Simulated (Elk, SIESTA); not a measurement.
An Elk input for a self-consistent single point of Tl (P6_3/mmc, 2 atoms in the cell) (DFT, PBE, spin-orbit coupling in second variation, all-electron FP-LAPW, Elk's shipped species files, default APW+lo basis):

```
tasks
  0

xctype
  20

spinorb
  .true.

lmaxi
  3

nempty
  10

stype
  0

swidth
  0.00999582

maxscl
  100

scale
  6.729299029

avec
    1.0000000000    0.0000000201    0.0000000000
   -0.5000000174    0.8660253937    0.0000000000
    0.0000000000    0.0000000000    1.6145297429

sppath
  './'

atoms
  1
  'Tl.in'
  2
  0.3333333333  0.6666666667  0.2500000000    0.0 0.0 0.0
  0.6666666667  0.3333333333  0.7500000000    0.0 0.0 0.0

ngridk
  7 7 4
```

Task: Translate this input to SIESTA.

Result: One input that does it (others would too):

```
# files in the folder: Tl.psml (PseudoDojo PBE fully relativistic)
SystemName  Tl
SystemLabel Tl

NumberOfAtoms                2
NumberOfSpecies              1
%block ChemicalSpeciesLabel
  1 81 Tl
%endblock ChemicalSpeciesLabel
LatticeConstant              1.0 Bohr
%block LatticeVectors
     6.729299612    0.000000000    0.000000000
    -3.364649806    5.827743403    0.000000000
     0.000000000    0.000000000   10.864653431
%endblock LatticeVectors
AtomicCoordinatesFormat      ScaledCartesian
%block AtomicCoordinatesAndAtomicSpecies
    -0.000003365    3.885164211    2.716163358  1
     3.364653171    1.942579192    8.148490073  1
%endblock AtomicCoordinatesAndAtomicSpecies

XC.functional                GGA
XC.authors                   PBE
PAO.BasisSize                TZP
PAO.EnergyShift              0.005 Ry
MeshCutoff                   400 Ry
%block kgrid.MonkhorstPack
    7   0   0  0.0
    0   7   0  0.0
    0   0   4  0.0
%endblock kgrid.MonkhorstPack
OccupationFunction           MP
OccupationMPOrder            0
ElectronicTemperature        0.272 eV
Spin                         spin-orbit
%block DM.InitSpin
  1 0.00 0.00 0.00
  2 0.00 0.00 0.00
%endblock DM.InitSpin

MaxSCFIterations             150
SCF.Mixer.Method             Pulay
SCF.Mixer.Weight             0.25
SCF.Mixer.History            6
SCF.DM.Tolerance             1.0E-04
Diag.ParallelOverK           true
WriteForces                  true
```

Basis settings and potentials, where a program has them, do not carry over. This input uses DFT, GGA PBE with spin-orbit coupling, numerical atomic orbitals TZP, PseudoDojo PBE fully relativistic norm-conserving potentials (rewritten from UPF to PSML).

The starting cell comes from a database of computed structures (which also holds hypothetical and non-ambient phases and stackings), without a prior relaxation at this level. Its lattice was rescaled by a random factor within 2.5 % of one.
